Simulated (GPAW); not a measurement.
Band structure of Na2S (Fm-3m, 3 atoms in the cell).

```
Na2S
1.0
    0.00000     3.33213     3.33213
    3.33213     0.00000     3.33213
    3.33213     3.33213     0.00000
Na S
2 1
Direct
  0.25000   0.25000   0.25000
  0.75000   0.75000   0.75000
  0.00000   0.00000   0.00000
```

Method: PBE, GPAW PAW datasets PBE (gpaw-data 1.0.1) (plane waves; GPAW).

Settings: mode = pw; ecut = 800 eV; xc = PBE; kpts = 6 6 6; mesh shift (steps) = 0 0 0; occupations.name = fermi-dirac; occupations.width = 0.02 eV; nbands = -6; convergence.forces = 0.001 eV/Å; convergence.bands = -4; symmetry.symmorphic = false; symmetry.tolerance = 0.0005; maxiter = 100; bandpath_npoints = 40.

The starting cell has typed, rounded lattice constants, without a prior relaxation at this level. Its lattice was rescaled by a random factor within 2.5 % of one.

Problem. Predict the gap along the standard path and the places of the band edges.

Solution. The gap along the path is 2.32 eV, direct at Γ to within 0.01 eV.

Levels in eV from the top of the valence band on the SCF mesh, bands 7 to 14:
| point | 7 | 8 | 9 | 10 | 11 | 12 | 13 | 14 |
|---|---|---|---|---|---|---|---|---|
| Γ | -10.07 | 0.00 | 0.00 | 0.00 | 2.32 | 7.54 | 7.54 | 7.54 |
| X | -9.80 | -1.39 | -0.43 | -0.43 | 3.82 | 5.83 | 8.03 | 9.42 |
| W | -9.80 | -0.96 | -0.96 | -0.54 | 4.75 | 6.94 | 6.94 | 7.04 |
| K | -9.80 | -1.16 | -0.87 | -0.33 | 4.49 | 6.18 | 7.51 | 8.40 |
| L | -9.86 | -1.55 | -0.13 | -0.13 | 4.57 | 6.23 | 7.02 | 7.02 |
| U | -9.80 | -1.16 | -0.87 | -0.33 | 4.49 | 6.18 | 7.51 | 8.40 |
